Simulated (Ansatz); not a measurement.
Base system: a 16-atom supercell of InSb in the zinc blende structure (space group F-43m, No. 216; a = 6.5198 Å) at its relaxed geometry.

The values are results of PBEsol in Ansatz (plane waves to 420 eV, PAW, spin-orbit coupling left out), earlier PAW set, not measurements.

Base values:

The mean distance from the defect site to its nearest host atoms is 2.82 Å.

Modification: one Sb atom is removed, atoms relaxed at fixed cell, starting from a slightly rattled geometry.

Problem. Estimate the effect on the mean distance from the defect site to its nearest host atoms.

Solution. The mean distance from the defect site to its nearest host atoms drops by 0.047 Å (2.82 Å → 2.78 Å).

Problem. Estimate the effect on the largest displacement of a host atom from its site in the perfect cell.

Solution. The largest displacement of a host atom from its site in the perfect cell amounts to 0.68 Å.

The cell is small, so the values are those of an ordered compound at a high defect concentration; dilute-limit values will differ. The final runs are not spin-polarised. The defect cell is not spin-polarised.

Ansatz is a program for electronic structure.
